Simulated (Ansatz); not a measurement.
## Response to strain in Al

Start from Al in the fcc (Cu type) structure (space group Fm-3m, No. 225; a = 4.041 Å; relaxed with 0.1 eV smearing).

Strains are applied to the cell and any free atomic positions relax.

Computed with Ansatz (a first-principles code) PBE, scalar-relativistic without spin-orbit coupling.

Candidates:
(a) isotropic strain −2.00 %
(b) isotropic strain +1.50 %
(c) isotropic strain −1.50 %
(d) isotropic strain −2.50 %
(e) isotropic strain +2.00 %

Notes on the quantities. energy relative to the base: free energy F.

**Question.** Order them by energy relative to the base, lowest first.

**Answer.** (b) isotropic strain +1.50 % (+7.7 meV/atom), (c) isotropic strain −1.50 % (+8.5 meV/atom), (e) isotropic strain +2.00 % (+13 meV/atom), (a) isotropic strain −2.00 % (+15 meV/atom), (d) isotropic strain −2.50 % (+25 meV/atom)

No phonon test of stability was made.
